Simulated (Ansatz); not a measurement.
An Ansatz (a first-principles code) run: hypothetical Pm-3n InP with a change (pressure −2 GPa); PBE (Ansatz; PAW; 420 eV plane waves; spin-orbit coupling left out).

Input:

Ansatz 0.2 input:
```yaml
crystal:
  lattice:
    - [7.3912582841, 0, 0]
    - [0, 7.3912582841, 0]
    - [0, 0, 7.3912582841]
  atoms:
    - { symbol: In, position: [0.25, 0, 0.5] }
    - { symbol: In, position: [0.5, 0.25, 0] }
    - { symbol: In, position: [0.5, 0.75, 0] }
    - { symbol: In, position: [0.75, 0, 0.5] }
    - { symbol: In, position: [0, 0.5, 0.75] }
    - { symbol: In, position: [0, 0.5, 0.25] }
    - { symbol: P, position: [0.25, 0.5, 0] }
    - { symbol: P, position: [0, 0.25, 0.5] }
    - { symbol: P, position: [0, 0.75, 0.5] }
    - { symbol: P, position: [0.75, 0.5, 0] }
    - { symbol: P, position: [0.5, 0, 0.75] }
    - { symbol: P, position: [0.5, 0, 0.25] }
basis: { ecutwfc: 420, ecutrho_ratio: 4, xc_grid: 2, fft_grid_basis: typed }
kpoints: { mp_grid: { grid: [4, 4, 4] } }
hamiltonian:
  xc: pbe
  dispersion: none
  pseudopotentials: { kind: paw }
scf: { occupations: { method: fermi_dirac, width: 0.05 } }
relax: { f_tol: 0.01, max_steps: 60, cell: { stress_tol: 0.02, p_target: -2.0 } }
output: { forces: true, stress: true }
checkpoint: { write: state.ck, write_every: 1000 }
```

Output (explanatory and most iteration lines left out):

```
Relaxation: its limit of steps is 60 (relax.max_steps)
Pseudopotential: In, paw, valence charge 13
Pseudopotential: P, paw, valence charge 5
Crystal: 12 atoms, lattice volume = 403.790 Å³
Basis set: ecut = 420 eV, 7881 PW (Γ), exchange–correlation on 100×100×100 points (8 copies of the dense FFT grid, shifted against one another)
Bands: 66, of which v1, the nominal top of the filled ones, is band 54 counted from 1 (53 counted from 0)
Symmetry: 48 space group operations
Space group: Pm-3n (ITA 223), of the structure as read, at distance tolerance 7.4e-5 Å
k-points: 10 of 64
Functional: x = pbe(κ = 0.804, μ = 0.2195149727645171), c = pbe(β = 0.06672455060314922)
SCF iter   1: F=—  HF=-38122.426013 eV  |F-HF|=—  |Δ(HF+E_count)|=         —  Δρ=1.21e-3  dr2=1.87e-2  ethr=1.77e-3  ⟨swp⟩=8.4  Hψ=2913  notcnv=0  defer=4
SCF iter   2: F=—  HF=-38122.427297 eV  |F-HF|=—  |Δ(HF+E_count)|=   1.28e-3  Δρ=7.41e-4  dr2=7.88e-3  ethr=1.73e-5  ⟨swp⟩=2.3  Hψ=1337  notcnv=0  defer=42
SCF 1 converged in 7 iterations: F = -38122.435304 eV  dr2 = 6.81e-8
relax step   1: F+E_penalty+E_count = -38122.43530358 eV  Δ(F+E_penalty+E_count) = +0.000e0 eV  max|allowed force component| = 5.744e-17 eV/Å  Δτ_max = 0.0000 Å  P = -1.010 GPa  Ω = 403.790 Å³  (7 SCF iters, dr2 threshold 1.00e-7 eV, accepted)
[... steps on the carried basis left out ...]
relax step   4: F+E_penalty+E_count = -38122.33334951 eV  Δ(F+E_penalty+E_count) = -1.908e-3 eV  max|allowed force component| = 3.584e-17 eV/Å  Δτ_max = 0.0000 Å  P = -2.011 GPa  Ω = 414.510 Å³  stress off target by 1.06e-2 GPa  SCF on the basis re-selected at this cell (its energy is not comparable with the rows above)  (7 SCF iters)
SCF converged after 7 iterations
Free energy (F): -38122.333350 eV
Internal energy: -38122.330505 eV  (E = F + TS)
E sigma→0 (E₀):  -38122.331927 eV
Entropy (-TS):   -0.002844 eV (-0.237 meV/atom)
Fermi energy:    3.961689 eV
--- Forces (eV/Å), atoms counted from 1 ---
  atom   1  In     0.00000000    -0.00000000    -0.00000000
  atom   2  In     0.00000000     0.00000000    -0.00000000
  atom   3  In    -0.00000000    -0.00000000     0.00000000
  atom   4  In    -0.00000000     0.00000000     0.00000000
  atom   5  In     0.00000000    -0.00000000     0.00000000
  atom   6  In    -0.00000000     0.00000000    -0.00000000
  atom   7  P     -0.00000000     0.00000000     0.00000000
  atom   8  P     -0.00000000     0.00000000     0.00000000
  atom   9  P      0.00000000     0.00000000    -0.00000000
  atom  10  P      0.00000000    -0.00000000    -0.00000000
  atom  11  P     -0.00000000     0.00000000    -0.00000000
  atom  12  P      0.00000000    -0.00000000     0.00000000
--- Stress (GPa, compression-positive) ---
       -2.010580       0.000000      -0.000000
        0.000000      -2.010580      -0.000000
       -0.000000      -0.000000      -2.010580
  P = ⅓ Tr σ = -2.0106 GPa (-20.106 kbar)
--- Relaxed structure (3 steps of the walk, 3 accepted, 1 SCFs on fresh bases) ---
  cell:  # Å, volume = 414.5100 Å³
    - [7.456099258207257, 1.0271626370065257e-33, 6.419766481290786e-34]
    - [1.0271626370065257e-33, 7.456099258207257, 1.2839532962581572e-34]
    - [5.135813185032629e-34, 1.2839532962581572e-34, 7.456099258207257]
  atoms:
    - { symbol: In, position: [0.25, 1.0133223970291699e-35, 0.5] }
    - { symbol: In, position: [0.5, 0.25, -1.7812307760278361e-35] }
    - { symbol: In, position: [0.5, 0.75, -2.799076933758028e-35] }
    - { symbol: In, position: [0.75, 1.3553187060265147e-34, 0.5] }
    - { symbol: In, position: [-1.1001786024888123e-34, 0.5, 0.75] }
    - { symbol: In, position: [-1.2738910134080986e-34, 0.5, 0.25] }
    - { symbol: P, position: [0.25, 0.5, -1.061952824565167e-35] }
    - { symbol: P, position: [-9.264661915695263e-35, 0.25, 0.5] }
    - { symbol: P, position: [-4.053289588116673e-35, 0.75, 0.5] }
    - { symbol: P, position: [0.75, 0.5, 3.7151384757152023e-35] }
    - { symbol: P, position: [0.5, 9.210376787282987e-35, 0.75] }
    - { symbol: P, position: [0.5, 7.473252678090126e-35, 0.25] }
```

Load acts through the strain it causes; cell and atoms are relaxed under it. Whether these cells are dynamically stable was not tested. The cell was made from InP (space group Pm-3n, No. 223; a hypothetical phase, not in the database extracts checked) by this change: pressure −2 GPa.
